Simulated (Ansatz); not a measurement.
# Cu on the In site (Cu_In) (zinc-blende InAs host)

All values below come from PBE, PAW (plane waves to 420 eV; Ansatz, an electronic-structure program). The supercell holds 64 host sites (2×2×2 repeats of a cell of 8 atoms), with a 2×2×2 shifted k-point sampling for the final energies. Site at the start: the In site. Finite-size and sampling errors can reach tenths of an eV here. PBE closes or nearly closes this host's gap, so even the neutral cell can hold carriers in host bands. Spin–orbit coupling is left out, which matters for these heavy elements, and no Hubbard U is applied to the open shells. Each state is the lowest found from its start.

| charge | moment (μB) | largest move off a lattice site (Å) | above the lowest spin state (eV) |
|---|---|---|---|
| 0† | fractional | 0.24 | 0.00 |
| 0 | not spin-polarised | 0.25 | 0.01 |

† Not settled in this cell, so no level is given: charge 0: fractional moment.
